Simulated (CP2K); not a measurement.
**A self-consistent single point of the (001) slab of Al (cut from a parent of space group no. 225; 4 atoms in the cell) with CP2K**

Level of theory: PBEsol, GPW, DZVP-MOLOPT-SR-GTH basis, GTH-PBE potentials (GTH_POTENTIALS) (CP2K).

Input:

```
&GLOBAL
  PROJECT run
  RUN_TYPE ENERGY_FORCE
  PRINT_LEVEL MEDIUM
&END GLOBAL
&FORCE_EVAL
  METHOD Quickstep
  STRESS_TENSOR ANALYTICAL
  &DFT
    BASIS_SET_FILE_NAME BASIS_MOLOPT
    POTENTIAL_FILE_NAME GTH_POTENTIALS
    &QS
      METHOD GPW
      EPS_DEFAULT 1E-10
    &END QS
    &MGRID
      CUTOFF 400
      REL_CUTOFF 50
      NGRIDS 4
    &END MGRID
    &SCF
      SCF_GUESS ATOMIC
      EPS_SCF 1E-6
      MAX_SCF 100
      ADDED_MOS 4
      &DIAGONALIZATION
        ALGORITHM STANDARD
      &END DIAGONALIZATION
      &MIXING
        METHOD BROYDEN_MIXING
        ALPHA 0.2
        NBUFFER 10
      &END MIXING
      &SMEAR ON
        METHOD GAUSSIAN
        SIGMA [eV] 0.1
      &END SMEAR
    &END SCF
    &KPOINTS
      SCHEME MONKHORST-PACK 7 7 1
    &END KPOINTS
    &XC
      &XC_FUNCTIONAL
        &PBE
          PARAMETRIZATION PBESOL
        &END PBE
      &END XC_FUNCTIONAL
    &END XC
    &PRINT
      &MO
        EIGENVALUES T
        OCCUPATION_NUMBERS T
        NDIGITS 8
        FILENAME mo
        &EACH
          QS_SCF 0
        &END EACH
        ADD_LAST NUMERIC
      &END MO
      &MULLIKEN ON
      &END MULLIKEN
    &END PRINT
  &END DFT
  &SUBSYS
    &CELL
      A 2.87237400 0.00000000 0.00000000
      B -2.87237400 2.87237400 0.00000000
      C 0.00000000 0.00000000 20.09331000
      PERIODIC XYZ
    &END CELL
    &COORD
      SCALED
      Al       0.00000000     0.00000000     0.44945800
      Al       0.00000000     0.50000000     0.34837500
      Al       0.00000000     0.00000000     0.65162500
      Al       0.00000000     0.50000000     0.55054200
    &END COORD
    &KIND Al
      BASIS_SET DZVP-MOLOPT-SR-GTH
      POTENTIAL GTH-PBE-q3
    &END KIND
  &END SUBSYS
  &PRINT
    &FORCES ON
    &END FORCES
    &STRESS_TENSOR ON
    &END STRESS_TENSOR
  &END PRINT
&END FORCE_EVAL
```

The program printed (abridged):

```
 GLOBAL| Method name                                                        CP2K
 GLOBAL| Project name                                                        run
 GLOBAL| Run type                                                   ENERGY_FORCE

 CELL| Volume [angstrom^3]:                                           165.780505
 CELL| Vector a [angstrom]:       2.872     0.000     0.000   |a| =     2.872374
 CELL| Vector b [angstrom]:      -2.872     2.872     0.000   |b| =     4.062150
 CELL| Vector c [angstrom]:       0.000     0.000    20.093   |c| =    20.093310
 CELL| Angle (b,c), alpha [degree]:                                    90.000000
 CELL| Angle (a,c), beta  [degree]:                                    90.000000
 CELL| Angle (a,b), gamma [degree]:                                   135.000000
 CELL| Numerically orthorhombic:                                              NO
 CELL| Periodicity                                                           XYZ

 DFT| Spin restricted Kohn-Sham (RKS) calculation                            RKS
 DFT| Multiplicity                                                             1
 DFT| Number of spin states                                                    1
 DFT| Charge                                                                   0
 DFT| XC density smoothing                                                  NONE
 DFT| XC derivatives                                                          PW

 QS| Method:                                                                 GPW
 QS| Density plane wave grid type                        NON-SPHERICAL FULLSPACE
 QS| Number of grid levels:                                                    4
 QS| Density cutoff [a.u.]:                                                200.0
 QS| Multi grid cutoff [a.u.]: 1) grid level                               200.0
   [... lines left out ...]
 BRILLOUIN| Wavefunction type                                            COMPLEX
 BRILLOUIN| List of Kpoints [2 Pi/Bohr]                                       25
 BRILLOUIN| Number           Weight            X              Y              Z
 BRILLOUIN|     1           0.04082       -0.42857       -0.42857        0.00000
 BRILLOUIN|     2           0.04082       -0.42857       -0.28571        0.00000
 BRILLOUIN|     3           0.04082       -0.42857       -0.14286        0.00000
   [... 22 lines left out ...]
 *******************************************************************************

 Extrapolation method: initial_guess

 Re-scaling the density matrix to get the right number of electrons
                  # Electrons              Trace(P)               Scaling factor
                           12                12.000                        1.000

 Number of electrons:                                                         12
 Number of occupied orbitals:                                                  6
 Number of molecular orbitals:                                                10

 Number of orbital functions:                                                 52
 Number of independent orbital functions:                                     52
 SCF WAVEFUNCTION OPTIMIZATION

  Step     Update method      Time    Convergence         Total energy    Change
     1 NoMix/Diag. 0.20E+00      -     0.78720072        -8.6327953879 -8.63E+00
     2 Broy./Diag. 0.20E+00      -     0.03469741        -8.4764301396  1.56E-01
     3 Broy./Diag. 0.20E+00      -     0.04129053        -8.3596812226  1.17E-01
     4 Broy./Diag. 0.20E+00      -     0.01392270        -8.2743590713  8.53E-02
     5 Broy./Diag. 0.20E+00      -     0.00319731        -8.2449918953  2.94E-02
     6 Broy./Diag. 0.20E+00      -     0.00209449        -8.2355247936  9.47E-03
     7 Broy./Diag. 0.20E+00      -     0.00044100        -8.2332480994  2.28E-03
   [... 5 lines left out ...]
    13 Broy./Diag. 0.20E+00      -     0.00010011        -8.2394127842  7.13E-04
    14 Broy./Diag. 0.20E+00      -     0.00006628        -8.2391491231  2.64E-04
    15 Broy./Diag. 0.20E+00      -     0.00000312        -8.2391916480 -4.25E-05
    16 Broy./Diag. 0.20E+00      -     0.00000760        -8.2392480058 -5.64E-05
    17 Broy./Diag. 0.20E+00      -     0.00000041        -8.2392559408 -7.94E-06
  *** SCF run converged in    17 steps ***

  Electronic density on regular grids:        -12.0000000000        0.0000000000
  Core density on regular grids:               11.9999999968       -0.0000000032
  Total charge density on r-space grids:       -0.0000000032
  Total charge density g-space grids:          -0.0000000032

  Overlap energy of the core charge distribution:               0.00000000000000
  Self energy of the core charge distribution:                -22.56758334191025
  Core Hamiltonian energy:                                      4.55790636630491
  Hartree energy:                                              12.85364872395659
  Exchange-correlation energy:                                 -3.08277065095771
  Smearing free energy correction:                             -0.00045703719191
  Fermi energy:                                                 0.00341532191360

  Total energy:                                                -8.23925594083971
  Total energy (extrapolated to sigma->0):                     -8.23902742224375

                     Mulliken Population Analysis

 #  Atom  Element  Kind  Atomic population                           Net charge
       1     Al       1          3.244815                             -0.244815
       2     Al       1          2.755185                              0.244815
       3     Al       1          2.755185                              0.244815
       4     Al       1          3.244815                             -0.244815
 # Total charge                             12.000000                  0.000000

 ENERGY| Total FORCE_EVAL ( QS ) energy [hartree]             -8.239253615845444

 FORCES| Atomic forces [hartree/bohr]
 FORCES|   Atom     x               y               z               |f|
 FORCES|      1 -3.27662322E-16 -6.44582492E-16  4.29489560E-03   4.29489560E-03
 FORCES|      2  6.77054948E-16  3.62919672E-16 -3.81435936E-03   3.81435936E-03
 FORCES|      3  3.40539090E-16 -1.72126519E-15  3.81435936E-03   3.81435936E-03
 FORCES|      4 -7.98423058E-16  1.14312231E-15 -4.29489560E-03   4.29489560E-03
 FORCES| Sum    -1.08491341E-16 -8.59805697E-16 -1.34614542E-15
 FORCES| Total atomic force                                       1.60098210E-15

 STRESS| Analytical stress tensor [bar]
 STRESS|                        x                   y                   z
 STRESS|      x       -2.45173614672E+04  -9.08799985924E-05   9.45544350939E-11
 STRESS|      y       -9.08799985924E-05  -2.45173623115E+04   7.93827920294E-11
 STRESS|      z        9.45544350939E-11   7.93827920294E-11   7.21524304030E+03
 STRESS| 1/3 Trace                                            -1.39398269128E+04
```

The run converged in 17 iterations.

The starting cell has typed, rounded lattice constants, without a prior relaxation at this level. The slab is cut from that crystal, and its faces are unrelaxed. Its lattice was rescaled by up to half a per cent. Values carry the incompleteness of an atom-centred basis. The potentials were made for another functional than the one used.
